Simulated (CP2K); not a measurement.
CP2K is run on TeH2O4 (P2_1/c, 14 atoms in the cell), and the run fails. The aim is a self-consistent single point with DFT PBEsol, GPW, DZVP-MOLOPT-SR-GTH basis, GTH-PBE potentials (GTH_POTENTIALS).

Cell that was meant: a = 5.9209 Å, b = 4.8744 Å, c = 5.2478 Å, α = 90.00°, β = 116.15°, γ = 90.00°.

Part of the input:

```
  STRESS_TENSOR ANALYTICAL
  &DFT
    BASIS_SET_FILE_NAME BASIS_MOLOPT
    POTENTIAL_FILE_NAME PBE_GTH_POTENTIALS
    &QS
      METHOD GPW
      EPS_DEFAULT 1E-10
```

Output, abridged:

```
 GLOBAL| Method name                                                        CP2K
 GLOBAL| Project name                                                        run
 GLOBAL| Run type                                                   ENERGY_FORCE

 CELL| Volume [angstrom^3]:                                           135.957379
 CELL| Vector a [angstrom]:       5.921     0.000     0.000   |a| =     5.920898
 CELL| Vector b [angstrom]:       0.000     4.874     0.000   |b| =     4.874424
 CELL| Vector c [angstrom]:      -2.313     0.000     4.711   |c| =     5.247850
 CELL| Angle (b,c), alpha [degree]:                                    90.000000
 CELL| Angle (a,c), beta  [degree]:                                   116.148196
 CELL| Angle (a,b), gamma [degree]:                                    90.000000
 CELL| Numerically orthorhombic:                                              NO
 CELL| Periodicity                                                           XYZ

 *******************************************************************************
 *   ___                                                                       *
 *  /   \                                                                      *
 * [ABORT]   The specified OLD file <PBE_GTH_POTENTIALS> cannot be opened. It  *
 *  \___/                  does not exist. *
 *  O/|
 * /| |
 * / \                                                   common/cp_files.F:406 *
 *******************************************************************************

 ===== Routine Calling Stack =====

            3 read_qs_kind
            2 create_qs_kind_set
            1 CP2K
Abort(1) on node 0 (rank 0 in comm 0): application called MPI_Abort(MPI_COMM_WORLD, 1) - process 0
```

Question: Read the log: what does the program object to, and what is the fix?

Answer: The fault is a potential or basis that cannot be found. The input names a file or set that is not where the program looks, or that does not exist under that name. To fix it, correct the name or place the file. The program stopped before any SCF iteration.

The sound input it was made from differs as follows (other fixes are possible):
```diff
-    POTENTIAL_FILE_NAME PBE_GTH_POTENTIALS
+    POTENTIAL_FILE_NAME GTH_POTENTIALS
```

With that input, the run converged in 14 iterations: free energy E − TS -3978.8842 eV; top of the valence band (on the code's own zero) 2.95 eV; gap on the k-point mesh 1.71 eV; pressure 13.87 GPa; largest force (vector length) 1.402 eV/Å (DFT PBEsol, GPW, DZVP-MOLOPT-SR-GTH basis, GTH-PBE potentials (GTH_POTENTIALS)).

On the sound input: the starting cell comes from a database of computed structures (which also holds hypothetical and non-ambient phases and stackings), without a prior relaxation at this level. Its lattice was rescaled by a random factor within 2.5 % of one. Spin-orbit coupling is off. Values carry the incompleteness of an atom-centred basis. The potentials were made for another functional than the one used. With a pressure of about 14 GPa the cell is away from its equilibrium volume at this level. Forces in this geometry exceed 1 eV/Å.
